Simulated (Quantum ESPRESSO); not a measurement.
Quick settings and what they miss: the (001) slab of Tl (cut from a parent of space group no. 194; 2 atoms in the cell)

Self-consistent single point.

```xyz
2
Lattice="3.5638 0.0000 0.0000 -1.7819 3.0863 0.0000 0.0000 0.0000 16.8233" Properties=species:S:1:pos:R:3 pbc="T T T"
Tl     0.0000     2.0576     9.8233
Tl     1.7819     1.0288     7.0000
```

Method: PBEsol, GBRV 1.5 ultrasoft (PBESOL) pseudopotentials (plane waves; Quantum ESPRESSO 7.5).

Base settings: ecutwfc = 40 Ry; ecutrho = 200 Ry; occupations = smearing; smearing = marzari-vanderbilt; degauss = 0.0099958 Ry; mixing_mode = local-TF; potentials = {Tl: tl_pbesol_v1.2.uspp.F.UPF}; K_POINTS = automatic 7 7 1 0 0 0; tefield = true; dipfield = true; edir = 3; emaxpos = 0.97.

Tight run (finer mesh or higher cutoff; not a proven limit): ecutwfc: 40 Ry → 56 Ry; ecutrho: 200 Ry → 280 Ry; conv_thr: 1e-10 Ry → 7.3e-11 Ry; K_POINTS: automatic 7 7 1 0 0 0 → automatic 10 10 1 0 0 0. It gave Fermi level (on the code's own zero) 0.66 eV; largest force (vector length) 0.150 eV/Å.

Quick runs, as changes from the base:
- A: the base itself
- B: ecutwfc: 40 Ry → 20 Ry; ecutrho: 200 Ry → 100 Ry; pseudopotentials: {Tl: tl_pbesol_v1.2.uspp.F.UPF} → {Tl: tl_lda_v1.2.uspp.F.UPF}; K_POINTS: automatic 7 7 1 0 0 0 → automatic 8 8 1 0 0 0 [LDA (PZ)]
- C: K_POINTS: automatic 7 7 1 0 0 0 → automatic 4 4 1 0 0 0
- D: ecutwfc: 40 Ry → 32 Ry; ecutrho: 200 Ry → 160 Ry; smearing: marzari-vanderbilt → fermi-dirac; degauss: 0.0099958 Ry → 0.036749 Ry; pseudopotentials: {Tl: tl_pbesol_v1.2.uspp.F.UPF} → {Tl: tl_lda_v1.2.uspp.F.UPF}; K_POINTS: automatic 7 7 1 0 0 0 → automatic 6 6 1 0 0 0 [LDA (PZ)]
- E: ecutwfc: 40 Ry → 24 Ry; ecutrho: 200 Ry → 120 Ry; degauss: 0.0099958 Ry → 0.019992 Ry; conv_thr: 1e-10 Ry → 7.3e-06 Ry; K_POINTS: automatic 7 7 1 0 0 0 → automatic 6 6 1 0 0 0
- F: ecutwfc: 40 Ry → 28 Ry; ecutrho: 200 Ry → 140 Ry; smearing: marzari-vanderbilt → methfessel-paxton; degauss: 0.0099958 Ry → 0.036749 Ry; K_POINTS: automatic 7 7 1 0 0 0 → automatic 4 4 1 0 0 0

Energies are extrapolated to zero smearing width, which holds to low order in the width alone (under cold and Methfessel-Paxton smearing the free energy itself is taken).

Dashes: energy of B, D, another energy zero; time of B, D, E, F, under 30 s.

† marks runs with another functional, U, potentials or spin treatment: their distance from the tight run is not a convergence error alone.

The count of work is k-points × plane waves × bands × iterations; it is no time. Core times come from one kind of shared machine and are given to one figure; runs under 30 s give none.

The starting cell comes from a database of computed structures (which also holds hypothetical and non-ambient phases and stackings), without a prior relaxation at this level. The slab is cut from that crystal, and its faces are unrelaxed. Its lattice was rescaled in the plane by a random factor within 2.5 % of one.

```
run  energy less tight (meV/atom)  largest miss in a force vector (eV/Å)  count of work / tight  core time / tight (rough)
---  ----------------------------  -------------------------------------  ---------------------  -------------------------
A                            76.9                                  0.021                   0.28                        0.4
B†                              –                                  0.050                   0.11                          –
C                            94.7                                  0.065                   0.12                        0.2
D†                              –                                  0.034                   0.14                          –
E                           287.9                                  0.182                  0.044                          –
F                           180.1                                  0.207                  0.053                          –
```

Among the runs at the tight run's level, the energy misses run from 76.9 to 287.9 meV/atom.
